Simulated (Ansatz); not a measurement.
Base system: BeS in the zinc blende structure (space group F-43m, No. 216; a = 4.796 Å). Axes: x, y, z lie along the cube axes.

All numbers come from LDA, PAW, 420 eV (Ansatz, a first-principles code; no SOC).

Base values:

* **Valence-band top at Γ**: 0.00, 0.00, 0.00 eV

One thing is altered: compressive biaxial strain of 2.08 % in the plane normal to [111], as in epitaxy on a mismatched substrate; the out-of-plane cell vector and the atoms relax.

### Question
Predict the new out-of-plane strain.

### Answer
The out-of-plane strain comes out as +0.86 %.

### Question
Estimate the effect on the valence-band top at Γ.

### Answer
The valence-band top at Γ (three highest levels, from the VBM) changes from 0.00, 0.00, 0.00 eV to 0.00, 0.00, -0.28 eV.

### Question
Estimate the effect on the energy relative to the base.

### Answer
The energy grows by 9.5 meV/atom.

The levels and masses belong to the bands next to the band gap. Whether these cells are dynamically stable was not tested.
